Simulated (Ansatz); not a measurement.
Given:

```yaml
crystal:
  lattice:
    - [7.81291, 0.00000, 0.00000]
    - [-3.90646, 6.76618, 0.00000]
    - [3.90646, 6.76618, 6.03942]
  atoms:
    - { symbol: Cs, position: [0.95920, 0.12587, 0.20747] }
    - { symbol: La, position: [0.91860, 0.58608, 0.24644] }
    - { symbol: La, position: [0.42104, 0.08852, 0.24644] }
    - { symbol: La, position: [0.42104, 0.58608, 0.24644] }
    - { symbol: La, position: [0.58020, 0.41136, 0.75422] }
    - { symbol: La, position: [0.58020, 0.91462, 0.75422] }
    - { symbol: La, position: [0.07694, 0.41136, 0.75422] }
    - { symbol: La, position: [0.07699, 0.91033, 0.75634] }
    - { symbol: O, position: [0.99218, 0.97230, 0.98794] }
    - { symbol: O, position: [0.99218, 0.53195, 0.98794] }
    - { symbol: O, position: [0.50899, 0.00899, 0.99101] }
    - { symbol: O, position: [0.55183, 0.53195, 0.98794] }
    - { symbol: O, position: [0.47904, 0.64571, 0.68762] }
    - { symbol: O, position: [0.52338, 0.18928, 0.64483] }
    - { symbol: O, position: [0.02107, 0.68697, 0.64483] }
    - { symbol: O, position: [0.02107, 0.18928, 0.64483] }
    - { symbol: O, position: [0.98040, 0.79005, 0.36477] }
    - { symbol: O, position: [0.98040, 0.32558, 0.36477] }
    - { symbol: O, position: [0.44487, 0.79005, 0.36477] }
    - { symbol: O, position: [0.47037, 0.30370, 0.36297] }
```

Spin-polarised, with starting moments of sign Cs+ La0 La0 La0 La0 La0 La0 La0 O+ O+ O0 O+ O+ O0 O0 O0 O+ O+ O+ O0.

Method: Kohn–Sham DFT with the PBEsol functional, run in Ansatz (a quantum-chemistry and plane-wave program) with PAW and 420 eV plane waves, no spin-orbit coupling, earlier PAW set. k-mesh 5×5×5 (Γ-centred); smearing 0.01 eV (Fermi–Dirac).

Problem. Predict the gap of the supercell and pressure.

Solution. 
```json
{
 "gap_of_the_supercell": "zero",
 "pressure": "4.8 GPa"
}
```

Other magnetic orders, which the real material may have, were not ruled out. The cell is small, so the values are those of an ordered compound at a high defect concentration; dilute-limit values will differ. A case with no gap was solved on a k-mesh chosen for an insulator, which is coarse for it. The defect started on the symmetric site and kept its symmetry, so it may sit on a saddle. The cell was made from La$_{2}$O$_{3}$ (space group P-3m1, No. 164) by this change: Cs on a La site. The defect cell is spin-polarised and ends with 2.0 μB.
